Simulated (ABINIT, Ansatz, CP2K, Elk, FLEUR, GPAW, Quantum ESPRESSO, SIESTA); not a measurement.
## Al₂Au (Fm-3m, 3 atoms in the cell) computed with different codes at matched settings

Self-consistent single point, at a second geometry (lattice scaled by 0.98). First geometry:

```
CELL_PARAMETERS angstrom
      0.00000     3.02966     3.02966
      3.02966     0.00000     3.02966
      3.02966     3.02966     0.00000
ATOMIC_POSITIONS crystal
  Al 0.25000 0.25000 0.25000
  Al 0.75000 0.75000 0.75000
  Au 0.00000 0.00000 0.00000
```

Shared settings, as Ansatz (a quantum-chemistry and plane-wave program) writes them: kpoints.mp_grid.grid = 6 6 6; scf.occupations.method = fermi_dirac; scf.occupations.width = 0.1 eV. Potentials and cutoffs stand in the table.

| code | model | ΔF from the first geometry (meV/atom) | pressure (GPa) | cutoff |
|---|---|---|---|---|
| SIESTA | GGA PBE, numerical atomic orbitals DZP, PseudoDojo PBE standard norm-conserving potentials (rewritten from UPF to PSML) | 27.6 | 7.90 | grid 400 Ry |
| GPAW | PBE, GPAW PAW datasets PBE (gpaw-data 1.0.1) | 27.9 | 8.01 | 600 eV |
| CP2K | PBE, GPW, DZVP-MOLOPT-SR-GTH basis, GTH-PBE potentials (GTH_POTENTIALS) | 34.5 | 9.03 | grid 500 Ry |
| ABINIT | PBE, PAW (JTH v2.0 PBE PAW) | 24.1 | 7.42 | 52 Ry |
| Quantum ESPRESSO | PBE, PseudoDojo standard norm-conserving (PBE) pseudopotentials | 23.8 | 7.36 | 80 Ry |
| Ansatz | PBE, default PAW files | 25.1 | 7.53 | default |
| Elk | PBE, all-electron FP-LAPW, Elk's shipped species files, APW+lo basis with extra local orbitals | 25.9 | – | rgkmax 8 |
| FLEUR | PBE, all-electron FLAPW (FLEUR), scalar-relativistic valence | 23.3 | – | Kmax 4.4 1/bohr |

A dash marks a value that a program does not give, or that is left out as unsure.

On Ansatz's run: spin-orbit coupling is off.

The spread over the programs that give each value: ΔF from the first geometry within 11.2 meV/atom; pressure within 1.67 GPa.

SIESTA and CP2K use small atom-centred bases, whose incompleteness enters pressures, forces and empty levels differently from a plane-wave cutoff. Elk and FLEUR treat all electrons, but the usual bases taken here (sphere radii, linearisation, local orbitals, empty states) were not tested for convergence, so the values are no reference for the others. Ansatz's pressure is given at a fixed set of plane waves, as the other plane-wave codes print theirs; with its correction for the finite basis it is 7.59 GPa. In the pressure, CP2K (by 1.56) lies more than 1 GPa from the median of the plane-wave programs.

The starting cell comes from a database of computed structures (which also holds hypothetical and non-ambient phases and stackings), without a prior relaxation at this level. Its lattice was rescaled by a random factor within 2.5 % of one. For this run, on top of that: lattice scaled by 0.98.

Keys are those of Ansatz 0.2.
